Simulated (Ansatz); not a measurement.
The starting structures come from a database of crystals and need not be the phases stable at ambient conditions.

 Where the default PAW files enter, the runs use the earlier of Ansatz's two default sets.

Given:

```
ZnS
1.0
    3.80509     0.00000     0.00000
   -1.90254     3.29530     0.00000
    0.00000     0.00000    24.91593
Zn S
8 8
Cartesian
  0.00000   2.19687   3.11748
  0.00000   0.00000   0.00399
  1.90255   1.09844  15.57370
  1.90255   1.09844  21.80493
  0.00000   0.00000  18.68745
  0.00000   2.19687  12.45996
  0.00000   0.00000   9.34572
  1.90255   1.09844   6.23222
  1.90255   1.09844   8.56410
  1.90255   1.09844  17.90409
  0.00000   2.19687   5.44986
  0.00000   0.00000  21.02082
  1.90255   1.09844  24.13880
  0.00000   0.00000   2.33537
  0.00000   2.19687  14.79234
  0.00000   0.00000  11.67785
```

Space group of this cell: P3m1. The cell is taken as given; by LDA its mean pressure is -3.9 GPa.

Transport runs along the normal of the first two printed cell vectors, the (001) plane of the conventional cell.

The gap is the functional's own. No spin-orbit coupling. Mid-gap values are interpolated on the energy grid.

Problem. State the band gap and the smallest decay constant κ at mid-gap according to LDA run with Ansatz (a quantum-chemistry and plane-wave program).

Solution. Gap 1.91 eV on a 12×12×2 mesh; κ = 0.133 1/Å, at the zone centre.
